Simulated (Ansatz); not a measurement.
Data:

```xyz
1
Lattice="2.6585 0.0000 0.0000 0.0000 3.7597 0.0000 1.3293 1.8799 1.3541" Properties=species:S:1:pos:R:3 pbc="T T T"
Rh     0.0000     0.0000     0.0000
```

No spin polarisation.

Calculations: DFT with r2SCAN, PAW potentials and a 500 eV plane-wave cutoff in Ansatz (a program for electronic structure), without spin-orbit coupling. Settings: 30×30×30 k-points, 0.1 eV Fermi–Dirac smearing.

Question: What is the computed pressure (mean of the normal stresses, compression positive)?

Answer: 4.4 GPa.

Question: What is the computed band gap?

Answer: Zero.

Question: What space group does the calculation give?

Answer: Immm (No. 71).

The cells carry an imposed strain or load. Stability against distortions was not tested. All final runs are without spin polarisation. The cell was made from Rh in the fcc (Cu type) structure (space group Fm-3m, No. 225) by this change: biaxial strain −1.10 %, plane normal [110], relaxed out of plane.
